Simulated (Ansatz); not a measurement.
What uniaxial strain ε_xx = −1.29 % does to hypothetical zinc blende HgO

Take HgO in the zinc blende structure (space group F-43m, No. 216; a = 5.293 Å; a hypothetical phase, not in the database extracts checked) as the base. Axes: x, y, z lie along the cube axes.

Now apply this change: uniaxial strain ε_xx = −1.29 %, all other strain components held at zero; the atoms relax in the strained cell.

All numbers come from PBE (Ansatz, a quantum-chemistry and plane-wave program, PAW, no spin-orbit coupling). k-mesh 15×15×15 (Γ-centred); smearing 0.05 eV (Fermi–Dirac).

The volume per atom drops by 0.24 Å³ (18.53 Å³ → 18.29 Å³) and the space group becomes I-4m2 (No. 119) (base: F-43m (No. 216)). The shortest interatomic distance shrinks by 1.0 pm, from 229.2 pm to 228.2 pm and the energy grows by 0.8 meV/atom. The band gap remains zero and the stress (xx, yy, zz, yz, xz, xy; compression positive) is (1.1, 1.1, 1.1, 0.0, 0.0, 0.0) GPa (rough).

Final structure:

```xyz
2
Lattice="0.0000 2.6463 2.6463 2.6122 0.0000 2.6463 2.6122 2.6463 0.0000" Properties=species:S:1:pos:R:3 pbc="T T T"
O      3.9182     3.9694     3.9694
Hg     0.0000     0.0000     0.0000
```

Cost of the whole job for the changed cell (relaxation, final SCF and bands): around 13 core-seconds (rough).

Without a gap, meshes like the base's 15×15×15 leave anisotropic stresses uncertain by several tenths of a GPa, and small strain energies with them. With Hg present, leaving out spin-orbit coupling can change the band edges. No phonon test of stability was made. The final runs are not spin-polarised. The zero or small gap of HgO can change with the level of theory.
